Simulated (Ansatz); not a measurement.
Cl on the 1x1 (100) surface of fcc Cu, one in a 2x2 cell, started at the site 'hollow Cu-Cu-Cu-Cu over Cu at depth 1.8 Å'

Computed with r2SCAN, at the PBE geometry (plane waves to 500 eV, PAW; Ansatz, a quantum-chemistry and plane-wave program).

Model: 17-atom slab, 5.3 Å thick at the start under the adsorbate (thin: gaps and levels are the slab's own), 6x6x1 mesh, Fermi-Dirac 0.1 eV, dipole correction, single point; on the structure that PBE left under its start's symmetry; no spin, no spin-orbit, no U, no dispersion correction. At the end it is bonded to 4 Cu. In PBE it is, or lies within 0.03 eV of, the lowest of the starts that converged; the order may differ at this level.

| Quantity | Value |
|---|---|
| adsorption energy against ½ Cl2(g) at the same level | -2.38 eV |
| work function of the top face | 4.96 eV |
| change of the work function | 0.42 eV |
| change of the step from the bottom to the top vacuum level, against the clean slab | 0.44 eV |
| height of the binding atom over the mean of the host atoms within 0.3 Å of the top one | 1.681 Å |
| nearest host atoms of the binding atom | Cu at 2.48 Å, Cu at 2.48 Å, Cu at 2.48 Å |
| cost | about 4 core-minutes (a rough figure) |

A negative adsorption energy means that the adsorbate is more stable on the surface than in its reference.
